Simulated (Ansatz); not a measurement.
Take CdS in the wurtzite structure (space group P6_3mc, No. 186; a = 4.197 Å, c = 6.829 Å) as the base.

Calculations: PBE (Ansatz, an electronic-structure program), no spin-orbit coupling.

Before the change:

- Width of the top valence band = 1.55 eV
- Pressure = 0.00 GPa
- Band gap = 1.11 eV

Perturbation: an isotropic linear strain of −4.45 %; the atoms relax in the strained cell.

Task: What does the calculation give for the width of the top valence band after the change?

Result: The width of the top valence band grows by 0.425 eV (1.55 eV → 1.98 eV).

Task: Estimate the effect on the pressure.

Result: The pressure (mean of the normal stresses, compression positive) goes from zero to 9.92 GPa.

Task: What happens to the energy relative to the base?

Result: The energy increases by 91 meV/atom.

Task: What happens to the band gap?

Result: The band gap rises by 0.31 eV (1.11 eV → 1.42 eV).

No phonon test of stability was made.
